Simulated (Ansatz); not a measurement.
Functionals compared on F on the 1x1 (111) surface of fcc Pd, one in a 2x2 cell, started at the site 'hollow Pd-Pd-Pd over Pd at depth 4.5 Å', in Ansatz (plane waves, PAW). The structure was relaxed with PBE; the other rows are single points on it, each with its references at the same level. Cutoff 420 eV (500 eV for r2SCAN).

Model: 17-atom slab, 6.8 Å thick at the start under the adsorbate (thin: gaps and levels are the slab's own), 6x6x1 mesh, Fermi-Dirac 0.1 eV, dipole correction, 8 atoms held, the rest relaxed; held to the start's symmetry, so lower structures may exist; no spin, no spin-orbit, no U, no dispersion correction. At the end it is bonded to 3 Pd. In PBE it is, or lies within 0.03 eV of, the lowest of the starts that converged. These notes are the PBE run's. Adsorption energies are against ½ F2(g). A negative adsorption energy means that the adsorbate is more stable on the surface than in its reference.

```csv
functional,adsorption energy (eV),work function of the top face (eV),change of the work function (eV),rough cost of the single point
PBE,-2.08,6.14,0.90,–
RPBE,-1.88,5.97,0.92,about 90 core-seconds (a rough figure)
r2SCAN,-2.45,6.26,1.03,very roughly 5 core-minutes
```

Ansatz is a quantum-chemistry and plane-wave program.
